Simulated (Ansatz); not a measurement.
Consider SiO₂ in the rutile structure (space group P4_2/mnm, No. 136; a = 4.1945 Å, c = 2.6785 Å). Axes: x, y, z lie along a, b, c of the conventional cell.

Calculations: Ansatz (a program for electronic structure) PBEsol, no spin-orbit coupling.

Before the change:

* **Pressure**: 0.00 GPa
* **Gap character**: direct at Γ
* **Band gap**: 5.35 eV

The change: tensile biaxial strain of 1.80 % in the plane normal to [001], as in epitaxy on a mismatched substrate; the out-of-plane cell vector and the atoms relax.

Task: What happens to the out-of-plane strain, pressure, gap character and band gap?

Result: The out-of-plane strain amounts to -0.88 %; the pressure (mean of the normal stresses, compression positive) goes from zero to -5.46 GPa; the gap character is still direct at Γ; the band gap shrinks by 0.276 eV (5.35 eV → 5.08 eV).

Whether these cells are dynamically stable was not tested.
